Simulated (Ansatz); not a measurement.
**Response to strain in Mo**

Base system: Mo in the bcc (W type) structure (space group Im-3m, No. 229; a = 3.1115 Å; relaxed with 0.1 eV smearing). Axes: x, y, z lie along the cube axes.

Strains are applied to the cell and any free atomic positions relax.

Level of theory: Kohn–Sham DFT with the LDA functional, run in Ansatz (a quantum-chemistry and plane-wave program) with PAW and 420 eV plane waves, no SOC.

Notes on the quantities. energy relative to the base: free energy F; pressure: mean of the normal stresses, compression positive.

```csv
case,energy relative to the base,shortest interatomic distance,pressure
base,0 meV/atom,2.695 Å,0.0 GPa
tensor shear ε_xy = +2.00 %,+8.2 meV/atom,2.659 Å,0.3 GPa
tensor shear ε_xy = +1.14 %,(withheld),(withheld),0.1 GPa
tensor shear ε_xy = +0.57 %,+0.7 meV/atom,2.684 Å,0.0 GPa
tensor shear ε_xy = +0.86 %,+1.5 meV/atom,2.679 Å,0.1 GPa
tensor shear ε_xy = +0.29 %,+0.2 meV/atom,2.689 Å,0.0 GPa
tensor shear ε_xy = +1.71 %,+6.0 meV/atom,2.664 Å,0.3 GPa
tensor shear ε_xy = +1.43 %,+4.2 meV/atom,2.669 Å,0.2 GPa
```

Q: What belongs in the blanks?

A: 
- tensor shear ε_xy = +1.14 %, energy relative to the base: +2.6 meV/atom
- tensor shear ε_xy = +1.14 %, shortest interatomic distance: 2.674 Å

No phonon test of stability was made. All final runs are without spin polarisation.
